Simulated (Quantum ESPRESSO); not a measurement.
The steps of a band-structure calculation for YSeF (Pnma, 12 atoms in the cell) with Quantum ESPRESSO.

Method of the run: PBEsol, SSSP 1.1.2 efficiency (PBE) pseudopotentials (plane waves; Quantum ESPRESSO).

Step 1 (scf):

```fortran
&control
 calculation = 'scf'
 prefix = 'scf'
 outdir = './tmp/'
 pseudo_dir = './'
 tprnfor = .true.
 tstress = .true.
/
&system
 ibrav = 8
 celldm(1) = 14.7120791289
 celldm(2) = 0.743459626524
 celldm(3) = 0.752364103772
 nat = 12
 ntyp = 3
 ecutwfc = 40
 ecutrho = 320
 occupations = 'fixed'
 nbnd = 52
 input_dft = 'pbesol'
/
&electrons
 conv_thr = 1.0e-11
/
ATOMIC_SPECIES
Y     88.9058  Y_pbe_v1.uspp.F.UPF
Se    78.9710  Se_pbe_v1.uspp.F.UPF
F     18.9984  f_pbe_v1.4.uspp.F.UPF
ATOMIC_POSITIONS crystal
Y     0.8176500000    0.2500000000    0.8723000000
Y     0.1823500000    0.7500000000    0.1277000000
Y     0.6823500000    0.7500000000    0.3723000000
Y     0.3176500000    0.2500000000    0.6277000000
Se    0.3300100000    0.7500000000    0.6186300000
Se    0.6699900000    0.2500000000    0.3813700000
Se    0.1699900000    0.2500000000    0.1186300000
Se    0.8300100000    0.7500000000    0.8813700000
F     0.5361400000    0.2500000000    0.8667800000
F     0.4638600000    0.7500000000    0.1332200000
F     0.9638600000    0.7500000000    0.3667800000
F     0.0361400000    0.2500000000    0.6332200000
K_POINTS automatic
2 3 3  0 0 0
```

Step 2 (bands):

```fortran
&control
 calculation = 'bands'
 prefix = 'scf'
 outdir = './tmp/'
 pseudo_dir = './'
 verbosity = 'high'
/
&system
 ibrav = 8
 celldm(1) = 14.7120791289
 celldm(2) = 0.743459626524
 celldm(3) = 0.752364103772
 nat = 12
 ntyp = 3
 ecutwfc = 40
 ecutrho = 320
 occupations = 'fixed'
 nbnd = 60
 input_dft = 'pbesol'
/
&electrons
 conv_thr = 1.0e-11
 startingwfc = 'random'
 diago_thr_init = 1.0d-6
 diagonalization = 'cg'
/
ATOMIC_SPECIES
Y     88.9058  Y_pbe_v1.uspp.F.UPF
Se    78.9710  Se_pbe_v1.uspp.F.UPF
F     18.9984  f_pbe_v1.4.uspp.F.UPF
ATOMIC_POSITIONS crystal
Y     0.8176500000    0.2500000000    0.8723000000
Y     0.1823500000    0.7500000000    0.1277000000
Y     0.6823500000    0.7500000000    0.3723000000
Y     0.3176500000    0.2500000000    0.6277000000
Se    0.3300100000    0.7500000000    0.6186300000
Se    0.6699900000    0.2500000000    0.3813700000
Se    0.1699900000    0.2500000000    0.1186300000
Se    0.8300100000    0.7500000000    0.8813700000
F     0.5361400000    0.2500000000    0.8667800000
F     0.4638600000    0.7500000000    0.1332200000
F     0.9638600000    0.7500000000    0.3667800000
F     0.0361400000    0.2500000000    0.6332200000
K_POINTS crystal_b
16
  0.00000000   0.00000000   0.00000000   5  ! G
  0.00000000   0.50000000   0.00000000   5  ! X
  0.00000000   0.50000000   0.50000000   5  ! S
  0.00000000   0.00000000   0.50000000   5  ! Y
  0.00000000   0.00000000   0.00000000   4  ! G
  0.50000000   0.00000000   0.00000000   5  ! Z
  0.50000000   0.50000000   0.00000000   5  ! U
  0.50000000   0.50000000   0.50000000   5  ! R
  0.50000000   0.00000000   0.50000000   5  ! T
  0.50000000   0.00000000   0.00000000   1  ! Z
  0.00000000   0.00000000   0.50000000   4  ! Y
  0.50000000   0.00000000   0.50000000   1  ! T
  0.50000000   0.50000000   0.00000000   4  ! U
  0.00000000   0.50000000   0.00000000   1  ! X
  0.00000000   0.50000000   0.50000000   4  ! S
  0.50000000   0.50000000   0.50000000   1  ! R
```

Step 3 (bands.x):

```fortran
&bands
 prefix = 'scf'
 outdir = './tmp/'
 filband = 'bands.dat'
 lsym = .false.
/
```

Output of bands (abridged):

```
     Atomic positions and unit cell read from directory:
     ./tmp/scf.save/
     G-vector sticks info
     --------------------
     sticks:   dense  smooth     PW     G-vecs:    dense   smooth      PW
     Sum        4101    2043    581               172163    60851    9351

     bravais-lattice index     =            8
     lattice parameter (alat)  =      14.7121  a.u.
     unit-cell volume          =    1781.1792 (a.u.)^3
   [... lines left out ...]

     End of band structure calculation

          k = 0.0000 0.0000 0.0000 (  7625 PWs)   bands (ev):

   -35.8448 -35.8381 -35.8329 -35.8302 -17.8842 -17.8457 -16.9745 -16.9528
   -15.9027 -15.8759 -15.8743 -15.8719 -15.8657 -15.8452 -15.8352 -15.8103
   -15.4485 -15.4468 -14.3067 -14.2891  -5.3509  -5.0569  -4.9967  -4.9749
     0.5681   0.6274   1.3061   1.3268   1.6063   1.7381   1.7494   1.8292
     1.8515   1.9018   2.1113   2.3230   4.1169   4.5097   4.7690   4.7967
     4.9299   5.0451   5.3019   5.3909   5.7431   5.9687   6.1215   6.2690
     7.8895   7.9501   9.0629   9.5251   9.5920   9.8364   9.9732  10.1669
    10.3008  10.3230  10.4437  10.4530

          k = 0.0000 0.1345 0.0000 (  7604 PWs)   bands (ev):

   -35.8446 -35.8383 -35.8329 -35.8303 -17.8833 -17.8466 -16.9739 -16.9533
   -15.9021 -15.8758 -15.8755 -15.8743 -15.8611 -15.8479 -15.8380 -15.8107
   -15.4484 -15.4468 -14.3062 -14.2894  -5.3267  -5.0376  -4.9876  -4.9592
     0.5688   0.6250   1.3042   1.3235   1.5816   1.7216   1.7453   1.8492
     1.8785   1.8948   2.1063   2.3225   4.1127   4.3877   4.6087   4.7880
     4.8224   5.0918   5.2824   5.3939   5.4731   5.9129   6.0649   6.2213
     7.9762   8.0913   9.1597   9.5584   9.8032   9.9714  10.1252  10.2272
    10.3226  10.3967  10.4618  10.6827

   [... 58 blocks of this kind left out ...]
```

Output of bands.x (abridged):

```
     Reading xml data from directory:

     ./tmp/scf.save/

     G-vector sticks info
     --------------------
     sticks:   dense  smooth     PW     G-vecs:    dense   smooth      PW
     Sum        4101    2043    581               172163    60851    9351

     negative rho (up, down):  1.790E-01 0.000E+00
     Reading collected, re-writing distributed wavefunctions
     high-symmetry point:  0.0000 0.0000 0.0000   x coordinate   0.0000
     high-symmetry point:  0.0000 0.6725 0.0000   x coordinate   0.6725
     high-symmetry point:  0.0000 0.6725 0.6646   x coordinate   1.3371
     high-symmetry point:  0.0000 0.0000 0.6646   x coordinate   2.0096
     high-symmetry point:  0.0000 0.0000 0.0000   x coordinate   2.6742
     high-symmetry point:  0.5000 0.0000 0.0000   x coordinate   3.1742
   [... 5 lines left out ...]
     high-symmetry point:  0.5000 0.0000 0.6646   x coordinate   6.3484
     high-symmetry point:  0.5000 0.6725 0.0000   x coordinate   6.3484
     high-symmetry point:  0.0000 0.6725 0.0000   x coordinate   6.8484
     high-symmetry point:  0.0000 0.6725 0.6646   x coordinate   6.8484
     high-symmetry point:  0.5000 0.6725 0.6646   x coordinate   7.3484

     Plottable bands (eV) written to file bands.dat.gnu
     Bands written to file bands.dat

   JOB DONE.
```

The gap along the path is 1.54 eV.

The starting cell comes from a database of computed structures (which also holds hypothetical and non-ambient phases and stackings), without a prior relaxation at this level. Its lattice was rescaled by a random factor within 2.5 % of one.
